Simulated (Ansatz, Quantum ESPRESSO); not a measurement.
## Code comparison for InO (P6_3mc, 4 atoms in the cell)

Self-consistent single point.

```yaml
crystal:
  lattice:
    - [3.68983, 0.00000, 0.00000]
    - [-1.84492, 3.19549, 0.00000]
    - [0.00000, 0.00000, 6.08607]
  atoms:
    - { symbol: In, position: [0.33333, 0.66667, 0.00075] }
    - { symbol: In, position: [0.66667, 0.33333, 0.50075] }
    - { symbol: O, position: [0.33333, 0.66667, 0.37426] }
    - { symbol: O, position: [0.66667, 0.33333, 0.87426] }
```

Shared settings, as Ansatz (a quantum-chemistry and plane-wave program) writes them: kpoints.mp_grid.grid = 10 10 6; magnetization.spin_orbit = true; scf.occupations.method = fermi_dirac; scf.occupations.width = 0.1 eV. Potentials and cutoffs stand in the table.

```tsv
code	model	pressure (GPa)	largest force (eV/Å)	cutoff
Ansatz	LDA (PW92) with spin-orbit coupling, PAW files made with PBE	-7.19	0.030	default
Quantum ESPRESSO	LDA (PZ), spin-orbit coupling, PseudoDojo fully relativistic norm-conserving (PBE) pseudopotentials	-5.95	0.026	85 Ry
```

No clean gap comes from Ansatz and Quantum ESPRESSO: levels at the Fermi energy touch, overlap or are partly filled at this smearing.

The spread over the programs that give each value: pressure within 1.24 GPa; largest force within 0.004 eV/Å.

Ansatz's pressure is given at a fixed set of plane waves, as the other plane-wave codes print theirs; with its correction for the finite basis it is -6.87 GPa (the shift of 0.33 GPa shows how far the cutoff is from converged). The same LDA comes in different parametrisations, which differ slightly.

The starting cell comes from a database of computed structures (which also holds hypothetical and non-ambient phases and stackings), without a prior relaxation at this level.

Keys are those of Ansatz 0.2.
